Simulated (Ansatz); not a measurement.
Phonon-limited electron mobility of Si (Fd-3m) in cm²/(V·s), PBE, finite-displacement electron-phonon coupling, linearised Boltzmann equation (Ansatz, an electronic-structure program). Condition of this run: hydrostatic pressure -5 GPa (the target of the relaxation). Geometry: relaxed with this functional, without spin-orbit coupling.

| Condition | μ |
|---|---|
| 150 K | 5700 |
| 200 K | 2900 |
| 250 K | (withheld) |
| 300 K | 1120 |
| 350 K | 784 |
| 400 K | (withheld) |
| 500 K | 349 |
| 600 K | 233 |

### Question
Complete the blanks.

### Answer

- 250 K, μ: 1720
- 400 K, μ: 578

### Question
What exponent p of μ ∝ T^−p fits 200 to 400 K (along x)?

### Answer
p ≈ 2.3; acoustic deformation-potential scattering alone gives 1.5.

Scattering by harmonic phonons alone: no impurities, screening or carrier-carrier scattering, bands fixed at 0 K. From a coarser fine mesh the values given move by up to 5 %. The mesh was bound by memory.
